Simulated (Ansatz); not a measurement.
Results of LDA (PAW; Ansatz, a quantum-chemistry and plane-wave program) for CsCl-type NiTi (cubic form, which distorts at low temperature).

Run with plane-wave cutoff 520 eV, 18×18×18 k mesh, Fermi–Dirac smearing 0.05 eV, spin-polarised start, scalar-relativistic PAW data made under PBE.

Pressure at four volumes; x = ln(V/12.677 Å³). One pressure is withheld.

| V (Å³/atom) | x | P (GPa) |
|---|---|---|
| 11.917 | -0.0618 | ? |
| 12.170 | -0.0408 | 8.45 |
| 12.677 | 0.0000 | -0.01 |
| 13.438 | 0.0583 | -9.81 |

**Question.** Pass a parabola P(x) through the three rows shown, estimate the bulk modulus and its pressure derivative near zero pressure, and predict the withheld pressure.

**Answer.** Slopes between the rows: (-0.01 − (8.45))/(0.0000 − (-0.0408)) = -207.35 and (-9.81 − (-0.01))/(0.0583 − (0.0000)) = -168.10 GPa. Their difference over the span 0.0991 is c = 39.25/0.0991 = 396.1 GPa, so P(x) = 8.45 + (-207.35)(x − (-0.0408)) + 396.1 (x − (-0.0408))(x − (0.0000)). At the middle row B = −dP/dx = −[-207.35 + 396.1 × 0.0408] = 191.2 GPa, and B′ = dB/dP = 2c/B = 4.1. At x = -0.0618 the parabola gives 13.32 GPa; the run gives 13.39 GPa. The Birch–Murnaghan fit to the energies at all volumes has B0 = 190 GPa and B′ = 4.2.

Note: the starting moments vanished in the run, and other orders were not tried; symmetry holds this phase in the static calculation, where it need not be a minimum; the relaxation could not lower the start's symmetry, so the cell can be a saddle point above a distorted one.
